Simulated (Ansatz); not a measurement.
This Ansatz (a quantum-chemistry and plane-wave program) input is the reference run, ZrSi$_{2}$ (space group Cmcm, No. 63), computed with r2SCAN/PAW in Ansatz, no SOC:

Ansatz 0.2 input:
```yaml
crystal:
  lattice:
    - [1.8443359862, -7.4291937597, 0]
    - [1.8443359862, 7.4291937597, 0]
    - [0, 0, 3.6667930338]
  atoms:
    - { symbol: Si, position: [0.9482741844, 0.0517258156, 0.75] }
    - { symbol: Si, position: [0.0517258156, 0.9482741844, 0.25] }
    - { symbol: Si, position: [0.2498064314, 0.7501935686, 0.75] }
    - { symbol: Si, position: [0.7501935686, 0.2498064314, 0.25] }
    - { symbol: Zr, position: [0.6058387232, 0.3941612768, 0.75] }
    - { symbol: Zr, position: [0.3941612768, 0.6058387232, 0.25] }
basis: { ecutwfc: 500, ecutrho_ratio: 4, xc_grid: 4, fft_grid_basis: typed }
kpoints: { mp_grid: { grid: [13, 13, 13] } }
hamiltonian:
  xc: r2scan
  dispersion: none
  pseudopotentials: { kind: paw }
scf: { occupations: { method: fermi_dirac, width: 0.05 }, convergence: { dr2_threshold: 0.0000000006 } }
output: { forces: true, stress: true }
```

Problem. Write the input for this change: uniaxial stress, 5 GPa compression along z, with the cell and atoms free to relax against it.

Solution. 
Ansatz 0.2 input:
```yaml
crystal:
  lattice:
    - [1.8443359862, -7.4291937597, 0]
    - [1.8443359862, 7.4291937597, 0]
    - [0, 0, 3.6667930338]
  atoms:
    - { symbol: Si, position: [0.9482741844, 0.0517258156, 0.75] }
    - { symbol: Si, position: [0.0517258156, 0.9482741844, 0.25] }
    - { symbol: Si, position: [0.2498064314, 0.7501935686, 0.75] }
    - { symbol: Si, position: [0.7501935686, 0.2498064314, 0.25] }
    - { symbol: Zr, position: [0.6058387232, 0.3941612768, 0.75] }
    - { symbol: Zr, position: [0.3941612768, 0.6058387232, 0.25] }
basis: { ecutwfc: 500, ecutrho_ratio: 4, xc_grid: 4, fft_grid_basis: typed }
kpoints: { mp_grid: { grid: [13, 13, 13] } }
hamiltonian:
  xc: r2scan
  dispersion: none
  pseudopotentials: { kind: paw }
scf: { occupations: { method: fermi_dirac, width: 0.05 } }
relax: { f_tol: 0.005, max_steps: 50, cell: { stress_tol: 0.01, sigma_target: [0, 0, 5, 0, 0, 0] } }
output: { forces: true, stress: true }
checkpoint: { write: state.ck, write_every: 1000 }
```
This is the input that was run.

Load acts through the strain it causes; cell and atoms are relaxed under it. sigma_target is in GPa, compression positive, in the order xx, yy, zz, yz, xz, xy. Stability under load was not tested beyond the relaxation. The final runs are not spin-polarised.
